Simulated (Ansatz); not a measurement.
Results of HSE06 (Ansatz, a first-principles code, PAW) for antifluorite K₂S.

Input file:

Ansatz 0.2 input:
```yaml
crystal:
  lattice:
    - [0.0, 3.7103842139, 3.7103842139]
    - [3.7103842139, 0.0, 3.7103842139]
    - [3.7103842139, 3.7103842139, 0.0]
  atoms:
    - { symbol: K, position: [0.25, 0.25, 0.25] }
    - { symbol: K, position: [0.75, 0.75, 0.75] }
    - { symbol: S, position: [0.0, 0.0, 0.0] }
basis:
  ecutwfc: 460
  ecutrho_ratio: 4
  xc_grid: 2
kpoints:
  mp_grid: { grid: [6, 6, 6] }
hamiltonian:
  xc: hse06
  dispersion: none
  pseudopotentials: { kind: paw }
scf:
  occupations: { method: fermi_dirac, width: 0.01 }
  convergence: { dr2_threshold: 0.0000000003 }
output:
  forces: true
  stress: true
  eigenvalues: true
```

From the output:

```
WARN output.stress: scf.exx.energy_threshold = 1e-6 eV is looser than the 3e-8 eV advised for a stress under a hybrid functional (1e-8 eV for each atom of the …
Crystal: 3 atoms, lattice volume = 102.161 Å³
Basis set: ecut = 460 eV, 2277 PW (Γ), exchange–correlation on 80×80×80 points (8 copies of the dense FFT grid, shifted against one another)
Bands: 16, of which v1, the nominal top of the filled ones, is band 12 counted from 1 (11 counted from 0)
Symmetry: 48 space group operations
Space group: Fm-3m (ITA 225), of the structure as read, at distance tolerance 4.7e-5 Å
k-points: 16 of 216
SCF iter   1: F=—  HF=-3980.856371 eV  |F-HF|=—  |Δ(HF+E_count)|=         —  Δρ=5.74e-4  dr2=3.57e-4
SCF iter   2: F=-3980.856564 eV  HF=-3980.856539 eV  |F-HF|=2.49e-5  |Δ(HF+E_count)|=   1.68e-4  Δρ=1.74e-4  dr2=2.42e-5
Crystal: 3 atoms, lattice volume = 102.161 Å³
Initial density: handed on by an earlier stage of this run
  ...
Crystal: 3 atoms, lattice volume = 102.161 Å³
SCF iter   3: F=—  HF=-3983.282161 eV  |F-HF|=—  |Δ(HF+E_count)|=   1.09e-8  Δρ=1.03e-6  dr2=2.11e-9
SCF iter   4: F=-3983.282161 eV  HF=-3983.282161 eV  |F-HF|=1.72e-10  |Δ(HF+E_count)|=   2.35e-8  Δρ=6.64e-7  dr2=2.83e-10
SCF 3 converged in 4 iterations: F = -3983.282161 eV  dr2 = 2.83e-10
Free energy (F): -3983.282161 eV
Internal energy: -3983.282161 eV  (E = F + TS)
E sigma→0 (E₀):  -3983.282161 eV
Fermi energy:    3.546563 eV
--- Stress (GPa, compression-positive) ---
        0.012695      -0.000000       0.000000
       -0.000000       0.012695       0.000000
        0.000000      -0.000000       0.012695
  P = ⅓ Tr σ = 0.0127 GPa (0.127 kbar)
```

The PAW data were made under PBE.

Cost on a shared machine: about 2.4 core-minutes (a rough figure).
